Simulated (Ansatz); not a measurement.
Take Ba in the bcc (W type) structure (space group Im-3m, No. 229) as the base.

```
Ba
1.0
   -2.44095     2.44095     2.44095
    2.44095    -2.44095     2.44095
    2.44095     2.44095    -2.44095
Ba
1
Direct
  0.00000   0.00000   0.00000
```

Cartesian axes are those of the cell as printed.

Computed with PBEsol (Ansatz, an electronic-structure program, PAW, no spin-orbit coupling).

It is then changed as follows: a free-standing slab of 6 layers (6 atoms, 1 a layer) is cut normal to [110], with 15 Å of vacuum and the in-plane cell held at bulk.

What happens to the excess energy per area of both faces, change of the spacing d23 from its bulk value of 3.452 Å and change of the spacing d12 from its bulk value of 3.452 Å?

The excess energy per area of both faces (slab less bulk energy over the cell's area: twice a surface energy) comes out as 0.74 J/m² (uncertain by up to 0.06 J/m²); the change of the spacing d23 from its bulk value of 3.452 Å is +0.2 %; the change of the spacing d12 from its bulk value of 3.452 Å amounts to -1.9 %.

Slab and bulk use different k-meshes, which limits the precision of the excess energy. Stability against distortions was not tested.
